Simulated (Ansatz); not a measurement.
The reference is WSe2 in the 2H-MoS2 type structure (space group P6_3/mmc, No. 194; a = 3.2305 Å, c = 12.4113 Å; layered, stacked along the Cartesian z axis).

It is then changed as follows: a free-standing slab of 2 layers (6 atoms, 3 a layer) is cut normal to the stacking axis, with 15 Å of vacuum and the in-plane cell relaxed.

Levels (all Ansatz, a program for electronic structure, PAW): PBEsol-D3(BJ) (420 eV, spin-orbit coupling left out); r2SCAN (500 eV, without spin-orbit coupling); HSE06 (420 eV, scalar-relativistic without spin-orbit coupling).

At the geometry relaxed with PBEsol-D3(BJ), these levels gave the following band gaps, in shuffled order: (a) 1.28 eV, (b) 1.63 eV, (c) 1.10 eV.

### Question
Match each gap to its level.

### Answer
(a) r2SCAN; (b) HSE06; (c) PBEsol-D3(BJ).

Single points use the geometry relaxed with PBEsol-D3(BJ). HSE06 gaps are upper bounds (no full band path). With W present, leaving out spin-orbit coupling can change the band edges. Whether these cells are dynamically stable was not tested.
